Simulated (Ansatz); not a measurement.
Rock-salt LaTe was calculated with r²SCAN+rVV10 (PAW; Ansatz, a program for electronic structure).

Run with plane-wave cutoff 560 eV, 16×16×16 k mesh, Fermi–Dirac smearing 0.05 eV, scalar-relativistic PAW data made under PBE.

Energies at three volumes about the minimum:

| V (Å³/atom) | E − E_lowest (meV/atom) |
|---|---|
| 33.060 | 2.64 |
| 33.734 | 0.00 |
| 34.409 | 2.45 |

Question: Fit a parabola by hand: where is the minimum, what lattice constant follows, and what is the bulk modulus?

Answer: Slopes: (0.00 − 2.64)/(33.734 − 33.060) = -3.917 and (2.45 − 0.00)/(34.409 − 33.734) = 3.630 meV/Å³. Curvature E″ = 2 × (3.630 − (-3.917))/(34.409 − 33.060) = 11.189 meV/Å⁶. From the middle of the first interval, the slope vanishes at V0 = 33.3970 − (-3.917)/11.189 = 33.747 Å³/atom. B = V0 E″ = 33.747 × 11.189 meV/Å³ × 0.1602 GPa per meV/Å³ = 60.5 GPa. With 8 atoms in the cube, a = (8 × 33.747)^(1/3) = 6.463 Å. The full Birch–Murnaghan fit to all volumes gives V0 = 33.734 Å³/atom and B0 = 60.4 GPa.
